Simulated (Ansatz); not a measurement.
# Convergence study of the k-point mesh for the (100) slab of MgB2 (cut from a parent of space group no. 191; 9 atoms in the cell)

```yaml
crystal:
  lattice:
    - [3.10545, 0.00000, 0.00000]
    - [0.00000, 3.53760, 0.00000]
    - [0.00000, 0.00000, 21.17181]
  atoms:
    - { symbol: Mg, position: [0.25000, 0.00000, 0.37297] }
    - { symbol: B, position: [0.75000, 0.50000, 0.33063] }
    - { symbol: B, position: [0.75000, 0.50000, 0.41532] }
    - { symbol: Mg, position: [0.75000, 0.00000, 0.50000] }
    - { symbol: B, position: [0.25000, 0.50000, 0.45766] }
    - { symbol: B, position: [0.25000, 0.50000, 0.54234] }
    - { symbol: Mg, position: [0.25000, 0.00000, 0.62703] }
    - { symbol: B, position: [0.75000, 0.50000, 0.58468] }
    - { symbol: B, position: [0.75000, 0.50000, 0.66937] }
```

Method of the run: PBEsol, default PAW files made with PBE (plane waves; Ansatz, a quantum-chemistry and plane-wave program).

Base settings: basis.ecutwfc = 420 eV; kpoints.mp_grid.grid = 10 9 1; hamiltonian.xc = pbesol; hamiltonian.pseudopotentials = {kind: paw} (the program's default PAW files); scf.occupations.method = fermi_dirac; scf.occupations.width = 0.1 eV.

Only quantities that move along the ladder and can be compared are tabulated.

The count of work is k-points × plane waves × bands × iterations; it is no time. 

The starting cell has typed, rounded lattice constants, without a prior relaxation at this level. The slab is cut from that crystal, and its faces are unrelaxed. Its lattice was rescaled by up to half a per cent. Spin polarisation is off, though cut faces can carry moments; the slab shows no gap. In the base run, forces exceed 1 eV/Å.

Steps (kpoints.mp_grid.grid): 2 2 1; 3 3 1; 4 3 1; 4 4 1; 5 4 1; 6 5 1; 7 6 1; 8 7 1; 9 8 1; 10 9 1; 11 9 1; 12 11 1; 14 13 1; 17 15 1; 20 17 1; 23 20 1; 27 24 1.

Q: What is the coarsest kpoints.mp_grid.grid that holds the forces within 0.02 eV/Å of the last step, with all finer ones?

A: 14 13 1, at 0.31 of the last step's count of work; the step before is off by 0.022 eV/Å.

Q: What is the coarsest kpoints.mp_grid.grid that holds the free energy within 2 meV/atom of the last step, with all finer ones?

A: 8 7 1, at 0.11 of the last step's count of work; the step before is off by 4.5 meV/atom.

```tsv
kpoints.mp_grid.grid	free energy less the last step's (meV/atom)	largest difference of a force vector from the last step's (eV/Å)	count of work / last
2 2 1	152.02	1.265	0.025
3 3 1	36.85	0.460	0.022
4 3 1	11.81	0.339	0.033
4 4 1	-1.58	0.347	0.049
5 4 1	0.05	0.250	0.049
6 5 1	2.36	0.043	0.066
7 6 1	4.48	0.010	0.088
8 7 1	1.61	0.057	0.11
9 8 1	-0.03	0.044	0.14
10 9 1	-1.43	0.007	0.16
11 9 1	-0.94	0.008	0.16
12 11 1	0.48	0.022	0.23
14 13 1	0.09	0.006	0.31
17 15 1	-0.09	0.002	0.40
20 17 1	-0.01	0.004	0.54
23 20 1	-0.03	0.001	0.73
27 24 1	0.00	0.000	1.0
```

Keys are those of Ansatz 0.2.
